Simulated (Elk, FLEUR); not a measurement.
An Elk input for a self-consistent single point of Sc (P6_3/mmc, 4 atoms in the cell) (DFT, PBE, all-electron FP-LAPW, Elk's shipped species files, APW+lo basis with extra local orbitals):

```
tasks
  0

xctype
  20

rgkmax
  7.5

gmaxvr
  16.0

nxlo
  2

lorbcnd
  .true.

lmaxi
  2

swidth
  0.00367493

maxscl
  100

avec
    6.0886490208   -0.0000001685    0.0000000000
   -3.0443243644    5.2729248110    0.0000000000
    0.0000000000    0.0000000000   19.5902672799

sppath
  './'

atoms
  1
  'Sc.in'
  4
  0.0000000000  0.0000000000  0.0000000000    0.0 0.0 0.0
  0.0000000000  0.0000000000  0.5000000000    0.0 0.0 0.0
  0.3333333333  0.6666666667  0.2500000000    0.0 0.0 0.0
  0.6666666667  0.3333333333  0.7500000000    0.0 0.0 0.0

ngridk
  8 8 3
```

Write the same calculation as an input for FLEUR.

One input that does it (others would too):

Input of the input generator:

```
Sc FLAPW
&input film=f /
1.0000000000 -0.0000000277 0.0000000000
-0.4999999760 0.8660254176 0.0000000000
0.0000000000 0.0000000000 3.2175064145
6.0886490208
1.0 1.0 1.0

4
21 0.0000000000 0.0000000000 -0.0000000000
21 0.0000000000 0.0000000000 0.5000000000
21 0.3333333333 0.6666666667 0.2500000000
21 0.6666666667 0.3333333333 0.7500000000

&comp jspins=1 /
&kpt div1=8 div2=8 div3=3 gamma=t /
&end /
```

```xml
<?xml version="1.0" encoding="UTF-8" standalone="no"?>
<fleurInput fleurInputVersion="0.39">
   <comment>
      Sc FLAPW                                                                                            
   </comment>
   <calculationSetup>
      <cutoffs Kmax="3.8" Gmax="11.4" GmaxXC="11.4" numbands="0"/>
      <scfLoop itmax="60" minDistance="0.00001" maxIterBroyd="25" imix="Anderson" alpha="0.05" precondParam="0.0" spinf="2.0"/>
      <coreElectrons ctail="T" frcor="F" kcrel="0" coretail_lmax="0"/>
      <xcFunctional name="pbe" relativisticCorrections="F"/>
      <magnetism jspins="1"/>
      <soc l_soc="F" theta="0.0" phi="0.0" spav="F"/>
      <expertModes spex="0" secvar="F"/>
      <geometryOptimization l_f="T" forcealpha="1.0" forcemix="BFGS" epsdisp="0.00001" epsforce="0.00001"/>
      <ldaU l_linMix="F" mixParam="0.05" spinf="1.0"/>
   </calculationSetup>
   <cell>
      <bzIntegration valenceElectrons="44.0" mode="hist" fermiSmearingEnergy="0.00367493">
         <kPointListSelection listName="default-1"/>
         <!-- k-points included here -->
         <xi:include xmlns:xi="http://www.w3.org/2001/XInclude" href="kpts.xml"> </xi:include>
      </bzIntegration>
      <!-- symmetry operations included here -->
      <xi:include xmlns:xi="http://www.w3.org/2001/XInclude" href="sym.xml"> </xi:include>
      <bulkLattice scale="1.0">
         <bravaisMatrix>
            <row-1>    6.0886490208000001    -0.0000001686555779     0.0000000000000000</row-1>
            <row-2>   -3.0443243642724238     5.2729248108581510     0.0000000000000000</row-2>
            <row-3>    0.0000000000000000     0.0000000000000000    19.5902672800631450</row-3>
         </bravaisMatrix>
      </bulkLattice>
   </cell>
   <atomSpecies>
      <species name="Scandium (Sc)" element="Sc" atomicNumber="21">
         <mtSphere radius="2.68" gridPoints="925" logIncrement="0.013"/>
         <atomicCutoffs lmax="10" lnonsphr="8"/>
         <electronConfig flipSpins="F">
            <coreConfig>(1s1/2) (2s1/2) (2p1/2) (2p3/2)</coreConfig>
            <valenceConfig>(3s1/2) (3p1/2) (3p3/2) (4s1/2) (3d3/2) (3d5/2)</valenceConfig>
            <stateOccupation state="(3d3/2)" spinUp="0.2" spinDown="0.2"/>
            <stateOccupation state="(3d5/2)" spinUp="0.3" spinDown="0.3"/>
         </electronConfig>
         <energyParameters s="4" p="4" d="3" f="4"/>
         <lo type="SCLO" l="0" n="3" eDeriv="0"/>
         <lo type="SCLO" l="1" n="3" eDeriv="0"/>
      </species>
   </atomSpecies>
   <atomGroups>
      <atomGroup species="Scandium (Sc)">
         <relPos label="                   1">.0000000000 .0000000000 .0000000000</relPos>
         <relPos label="                   2">.0000000000 .0000000000 1.000/2.000</relPos>
         <force calculate="T" relaxXYZ="TTT"/>
      </atomGroup>
      <atomGroup species="Scandium (Sc)">
         <relPos label="                   3">1.000/3.000 -1.000/3.000 1.000/4.000</relPos>
         <relPos label="                   4">-1.000/3.000 1.000/3.000 -1.000/4.000</relPos>
         <force calculate="T" relaxXYZ="TTT"/>
      </atomGroup>
   </atomGroups>
   <output dos="F" band="F" slice="F">
      <checks vchk="F" cdinf="F"/>
      <bandDOS minEnergy="-.5*Htr" maxEnergy="0.5*Htr" sigma="0.015" storeEVData="T"/>
      <vacuumDOS vacdos="F" integ="F" star="F" nstars="0" locx1="0.0" locy1="0.0" locx2="0.0" locy2="0.0" nstm="0" tworkf="0.0"/>
      <unfoldingBand unfoldBand="F" supercellX="1" supercellY="1" supercellZ="1"/>
      <plotting iplot="0" polar="F">
         <plot TwoD="T" vec1="  1.0  0.0  0.0" vec2="  0.0  1.0  0.0" vec3="  0.0  0.0  1.0" zero="  0.0  0.0  0.0" file="plot"/>
      </plotting>
      <chargeDensitySlicing numkpt="0" minEigenval="0.0" maxEigenval="0.0" nnne="0" pallst="F"/>
      <specialOutput eonly="F"/>
      <magneticCircularDichroism mcd="F" energyLo="-10.0" energyUp="0.0"/>
   </output>
  <!-- We include the file relax.xml here to enable relaxations (see documentation) -->
  <xi:include xmlns:xi="http://www.w3.org/2001/XInclude" href="relax.xml"> <xi:fallback/> </xi:include>
</fleurInput>
```

Basis, cutoffs, solver keys and any potentials are the target program's own. This input uses DFT, PBE, all-electron FLAPW (FLEUR), scalar-relativistic valence.

The starting cell was generated: these elements placed on a structure prototype, without a prior relaxation; it need not be a known phase or ordering of this composition. Its lattice was rescaled by a random factor within 2.5 % of one.
